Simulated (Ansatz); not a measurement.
The reference is CaF$_{2}$ (space group Pmc2_1, No. 26; a = 3.470 Å, b = 4.105 Å, c = 5.876 Å; a cell from a computed database, its experimental status unchecked).

The values are results of PBEsol (Ansatz, a first-principles code), no spin-orbit coupling, earlier PAW set, not measurements.

Before the change:

```
Property                               Result
----------------------------  ---------------
Gap between the host's bands          6.32 eV
Gap character                 indirect, S → Γ
```

The change: 0.251 electrons added to each cell, a density of 3.0×10^21 cm⁻³, with a uniform compensating background at fixed cell and a 300 K Fermi–Dirac width.

Task: How does this affect the Fermi level from band edge, gap between the host's bands and gap character?

Result: The Fermi level relative to the doped band's edge (positive inside the band; to 0.05 eV) is +0.75 eV; the gap between the host's bands shrinks by 0.10 eV (6.32 eV → 6.22 eV); the gap character remains indirect, S → Γ.

Carriers are added with a uniform compensating background; total energy and stress of such cells depend on the potential's zero and are not compared; many-body gap narrowing is missing at this level. Stability against distortions was not tested.
